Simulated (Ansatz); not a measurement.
Base system: ZnS in the wurtzite structure (space group P6_3mc, No. 186).

```xyz
4
Lattice="3.7822 0.0000 0.0000 -1.8911 3.2755 0.0000 0.0000 0.0000 6.2077" Properties=species:S:1:pos:R:3 pbc="T T T"
Zn     0.0000     2.1836     0.0026
Zn     1.8911     1.0918     3.1064
S      0.0000     2.1836     2.3253
S      1.8911     1.0918     5.4291
```

Cartesian axes are those of the cell as printed.

The values are results of DFT with PBEsol, PAW potentials and a 420 eV plane-wave cutoff in Ansatz (a first-principles code), no spin-orbit coupling, not measurements.

Modification: the cell is stretched by 3.00 % along z with no lateral relaxation; the atoms relax in the strained cell.

Q: Predict the stress tensor and what it implies for the stiffness.

A: Stress of the strained cell less that of the base (GPa, compression positive):
```
  -1.21    0.00    0.00
   0.00   -1.21    0.00
   0.00    0.00   -4.26
```

Then −Δσ_ii/ε with ε = 0.0300 gives secant stiffness values (nonlinear terms included at this strain): C33 ≈ 142 GPa, C13 ≈ 40 GPa and C23 ≈ 40 GPa.

As a check, the harmonic strain energy −½ V₀ Δσ:ε is 7.7 meV/atom; the computed energy rise is 7.8 meV/atom.

Stability against distortions was not tested.
